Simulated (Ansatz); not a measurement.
The parent structure is InSb in the zinc blende structure (space group F-43m, No. 216; a = 6.4497 Å). Axes: x, y, z lie along the cube axes.

All numbers come from Ansatz (a program for electronic structure), LDA, PAW, cutoff 420 eV, spin-orbit coupling left out.

Strains are applied to the cell and any free atomic positions relax.

One change was made to it. Results:

```tsv
quantity	base	after
energy relative to the base (free energy F)	0 meV/atom	+2.7 meV/atom
pressure (mean of the normal stresses, compression positive)	0.0 GPa	-0.9 GPa
```

What was done to the base?
A. uniaxial strain ε_zz = +2.00 %
B. uniaxial strain ε_zz = +1.00 %
C. uniaxial strain ε_zz = −0.50 %
D. uniaxial strain ε_zz = +3.00 %

A, uniaxial strain ε_zz = +2.00 %. For comparison, the energy relative to the base in the other runs: uniaxial strain ε_zz = +3.00 % gives +6.1 meV/atom; uniaxial strain ε_zz = +1.00 % gives +0.7 meV/atom; uniaxial strain ε_zz = −0.50 % gives +0.2 meV/atom.

Stability against distortions was not tested. All final runs are without spin polarisation.
